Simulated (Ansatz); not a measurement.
Data:

```yaml
crystal:
  lattice:
    - [2.50330, 0.00000, 0.00000]
    - [-1.25165, 2.16792, 0.00000]
    - [0.00000, 0.00000, 4.16897]
  atoms:
    - { symbol: C, position: [0.33333, 0.66667, 0.06281] }
    - { symbol: C, position: [0.66667, 0.33333, 0.93719] }
    - { symbol: C, position: [0.66667, 0.33333, 0.56281] }
    - { symbol: C, position: [0.33333, 0.66667, 0.43719] }
```

Space group of this cell: P6_3/mmc. The cell is taken as given.

Transport runs along the normal of the first two printed cell vectors, the (001) plane of the conventional cell.

No gap correction and no spin-orbit coupling; mid-gap values are interpolated between computed energies.

Task: Estimate the band gap and the smallest decay constant κ at mid-gap that r2SCAN run with Ansatz (a first-principles code) returns for this system.

Result: Gap 3.58 eV on a 18×18×8 mesh; κ = 0.258 1/Å, at the zone centre.
